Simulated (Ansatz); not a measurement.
The starting structures come from a database of crystals and need not be the phases stable at ambient conditions.

By PBEsol, the system below comes out a metal.

```
YS
1.0
    3.90676     0.00000     0.00000
    0.00000     3.90676     0.00000
    1.95338    -1.95338     2.76249
Y S
1 1
Direct
  0.50000   0.50000   0.00000
  0.00000   0.00000   0.00000
```

The cell is taken as given; by PBEsol it stands under a pressure of -3.4 GPa.

The current flows along the normal of the first two printed cell vectors, the (001) plane of the conventional cell. No spin-orbit coupling; the value is a mean over 0.1 eV about the Fermi level.

State the ballistic conductance per area according to PBEsol (Ansatz, an electronic-structure program).

0.70 × 10¹⁵ S/m² for both spins.
